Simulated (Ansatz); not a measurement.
Results of PBE in Ansatz (plane waves, PAW) for fluorite CoSi₂.

Settings: plane-wave cutoff 500 eV, 14×14×14 k mesh, Fermi–Dirac smearing 0.05 eV, no spin polarisation, scalar-relativistic PAW data made under PBE.

Computed at the level's own relaxed cell.

Q: What does this level give for the volume per atom and lattice constant a?

A: 
- volume per atom: 12.83 Å³/atom
- lattice constant a: 5.360 Å

Measured, for comparison: equilibrium volume per atom 12.87 Å³/atom, lattice constant a 5.365 Å (room temperature, no zero-point or thermal correction; as tabulated in Hegde and Bowen (2014), arXiv:1405.1317). Computed (rounded) less measured: equilibrium volume per atom -0.3 %, lattice constant a -0.1 %. A static lattice is as a rule a little smaller and stiffer than an uncorrected measurement, which narrows the difference in the equilibrium volume per atom and would widen misses of the other sign.

Static lattice: no zero-point or thermal effects.

Ansatz is a first-principles code.
